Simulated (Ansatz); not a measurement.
A set of related cells and their density of states at the Fermi level.

Cell A: Al (fcc, Fm-3m), 1 atom in the cell, k-point mesh 26×26×26 on the run's own vectors.
```
Al
1.0
    0.00000     2.02052     2.02052
    2.02052     0.00000     2.02052
    2.02052     2.02052     0.00000
Al
1
Direct
  0.00000   0.00000   0.00000
```

Cell B: Cu (fcc, Fm-3m), 1 atom in the cell; spin state with PBE: run without spin, k-point mesh 28×28×28 on the run's own vectors.
```xyz
1
Lattice="0.0000 1.8146 1.8146 1.8146 0.0000 1.8146 1.8146 1.8146 0.0000" Properties=species:S:1:pos:R:3 pbc="T T T"
Cu     0.0000     0.0000     0.0000
```

Cell C: Au (fcc, Fm-3m), 1 atom in the cell, k-point mesh 24×24×24 on the run's own vectors.
```cif
data_Au4
_chemical_formula_sum 'Au4'
_space_group_name_H-M_alt 'Fm-3m'
_space_group_IT_number 225
_space_group_name_Hall '-F 4 2 3'
_cell_length_a 4.15800
_cell_length_b 4.15800
_cell_length_c 4.15800
_cell_angle_alpha 90.000
_cell_angle_beta 90.000
_cell_angle_gamma 90.000
loop_
_atom_site_label
_atom_site_type_symbol
_atom_site_symmetry_multiplicity
_atom_site_Wyckoff_symbol
_atom_site_fract_x
_atom_site_fract_y
_atom_site_fract_z
_atom_site_occupancy
Au1 Au 4 a 0.00000 0.00000 0.00000 1
```
(The calculation used a cell of 1 atom; values per cell refer to that cell.)

Cell D: W (bcc, Im-3m), 1 atom in the cell; spin state with PBE: run without spin, k-point mesh 26×26×26 on the run's own vectors.
```cif
data_W
_chemical_formula_sum 'W1'
_space_group_name_H-M_alt 'P 1'
_space_group_IT_number 1
_cell_length_a 2.75729
_cell_length_b 2.75729
_cell_length_c 2.75729
_cell_angle_alpha 109.471
_cell_angle_beta 109.471
_cell_angle_gamma 109.471
loop_
_space_group_symop_operation_xyz
  'x, y, z'
loop_
_atom_site_label
_atom_site_type_symbol
_atom_site_fract_x
_atom_site_fract_y
_atom_site_fract_z
_atom_site_occupancy
W1 W 0.00000 0.00000 0.00000 1
```

Cell E: Ta (bcc, Im-3m), 1 atom in the cell, k-point mesh 26×26×26 on the run's own vectors.
```cif
data_Ta
_chemical_formula_sum 'Ta1'
_space_group_name_H-M_alt 'P 1'
_space_group_IT_number 1
_cell_length_a 2.87572
_cell_length_b 2.87572
_cell_length_c 2.87572
_cell_angle_alpha 109.471
_cell_angle_beta 109.471
_cell_angle_gamma 109.471
loop_
_space_group_symop_operation_xyz
  'x, y, z'
loop_
_atom_site_label
_atom_site_type_symbol
_atom_site_fract_x
_atom_site_fract_y
_atom_site_fract_z
_atom_site_occupancy
Ta1 Ta 0.00000 0.00000 0.00000 1
```

Cell F: Ni (fcc, Fm-3m), 1 atom in the cell; spin state with PBE: net moment 0.6 μB a cell, k-point mesh 30×30×30 on the run's own vectors.
```xyz
1
Lattice="0.0000 1.7606 1.7606 1.7606 0.0000 1.7606 1.7606 1.7606 0.0000" Properties=species:S:1:pos:R:3 pbc="T T T"
Ni     0.0000     0.0000     0.0000
```

Computed with Ansatz (plane waves, PAW), its PAW set soft_1, cutoff 420 eV, 500 eV for r2SCAN. The structures are at rest with PBE; other levels are single points on them. Neutral cells; Fermi-Dirac smearing of at most 0.10 eV in the solids, energies taken to zero width. The lattices are those relaxed with PBE, so at other levels the solids can be strained, which adds to the spread. The runs are scalar-relativistic, without spin-orbit coupling. No search over spin orders was made beyond those shown. A dispersion term ran beside these levels; it doesn't touch the electrons. Both spins, broadened by a Gaussian of 0.2 eV on the run's mesh.

Q: What does r2SCAN give for the density of states at the Fermi level of each cell (states/eV per atom)?

A: 
```
cell  r2SCAN
----  ------
A       0.35
B       0.28
C       0.25
D       0.41
E        1.3
F        1.3
```

With r2SCAN the value is lowest for C and highest for E and F.

Q: How do the other levels compare?

A: 
```csv
system,PBE
A,0.38
B,0.30
C,0.27
D,0.47
E,1.3
F,1.6
```

With PBE the value is lowest for C and highest for F.

Ansatz is a program for electronic structure.
